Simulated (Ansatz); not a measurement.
SiO₂ (Ima2, No. 46, 12 atoms in the cell; start mp-555251; a measured phase of this formula has another space group) was calculated with LDA in Ansatz (plane waves, PAW).

Numerical settings: plane-wave cutoff 520 eV, 8×8×8 k mesh, Fermi–Dirac smearing 0.01 eV, scalar-relativistic PAW data made under PBE.

Cell (relaxed at this level):

```
O2Si
1.0
   -4.88609     4.27240     2.54614
    4.88609    -4.27240     2.54614
    4.88609     4.27240    -2.54614
Si O
4 8
Direct
  0.15044   0.59080   0.74195
  0.84886   0.40849   0.25805
  0.15044   0.90849   0.05964
  0.84886   0.09080   0.94036
  0.07552   0.34633   0.84277
  0.50356   0.23275   0.15723
  0.07552   0.73275   0.22918
  0.50356   0.84633   0.77082
  0.93881   0.93881   0.00000
  0.93881   0.43881   0.50000
  0.87468   0.22737   0.14730
  0.08007   0.72737   0.85270
```

Q: Estimate the band gap and smallest direct gap on the k points sampled that the calculation returns.

A: 
band gap: 5.67 eV (indirect)
smallest direct gap on the k points sampled: 5.93 eV

Static lattice: no zero-point or thermal effects.

It cost very roughly 2.9 core-minutes of CPU time.

A start named mp-… is a Materials Project structure, which need not be a measured phase.

Ansatz is a first-principles code.
